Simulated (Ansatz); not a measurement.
Reference: Nb3Ru (Fm-3m), PBEsol, DFPT electron-phonon coupling, linearised Boltzmann equation (plane waves, PAW, scalar-relativistic; Ansatz, a first-principles code); geometry: relaxed with this functional, without spin-orbit coupling.

Space group Fm-3m (No. 225); a = 6.382 Å, b = 6.382 Å, c = 6.382 Å, α = 90.00°, β = 90.00°, γ = 90.00°

```tsv
atom	site	symmetry	x	y	z
Nb	8c	-43m	0.2500	0.2500	0.2500
Nb	4b	m-3m	0.5000	0.5000	0.5000
Ru	4a	m-3m	0.0000	0.0000	0.0000
```
(The calculation used a cell of 4 atoms; values per cell refer to that cell.)

| Item | Result |
|---|---|
| resistivity at 300 K | 8.9 μΩ·cm |
| mean free path at 300 K | 12.3 nm |
| electron-phonon coupling λ | 0.27 |
| logarithmic mean phonon energy | 22 meV |

Swap Nb for V, keeping the structure type. How do these values move?

V3Ru (Fm-3m): volume per atom 16.2 to 12.9 Å³; resistivity at 300 K falls (8.9 μΩ·cm to 7.5 μΩ·cm); mean free path at 300 K stays about the same (12.3 nm to 12.6 nm); electron-phonon coupling λ falls (0.27 to 0.23); logarithmic mean phonon energy rises (22 meV to 28 meV).

Replace Nb by Ta on the same sites and relax. What happens?

Ta3Ru (Fm-3m): volume per atom 16.2 to 16.3 Å³; resistivity at 300 K stays about the same (8.9 μΩ·cm to 8.7 μΩ·cm); mean free path at 300 K stays about the same (12.3 nm to 12.9 nm); electron-phonon coupling λ stays about the same (0.27 to 0.25); logarithmic mean phonon energy falls (22 meV to 17.1 meV).

Moves up to 11 % count as about the same. Metals; harmonic phonons alone scatter; means over directions. The mean free path is weighted by the current that each state carries. Halving the electron mesh moves these values by up to 8 %; q meshes are mostly untested. Spin-orbit coupling is left out.

Computed structure with no diffraction record at hand here (it may be known, metastable or hypothetical): Nb3Ru (Fm-3m), Ta3Ru (Fm-3m), V3Ru (Fm-3m). Treated as nonmagnetic (a ferromagnetic start lost its moment, other orders weren't tried): V3Ru (Fm-3m). The missing spin-orbit coupling matters most for Ta3Ru (Fm-3m).
